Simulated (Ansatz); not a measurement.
## MoSi2 (model structure, started from the AlB2 type, P6/mmm, No. 191, 3 atoms in the cell): lattice constant a by level of theory

No measured value is used here.

```
level (code)          value (Å)
-------------------  ----------
PBE (Ansatz)         (withheld)
PBEsol (Ansatz)           4.301
PBE-D3(BJ) (Ansatz)       4.281
```

Question: Some entries are withheld; supply them.

Answer: 
- PBE (Ansatz, an electronic-structure program), value (Å): 4.340

Ansatz's density-functional and Hartree–Fock values are scalar-relativistic unless marked +SOC, with PAW data made under PBE.

A model structure was made by putting elements into a prototype or built by hand; it is no filed structure, need not be a known phase, and can be a saddle point held by its symmetry.
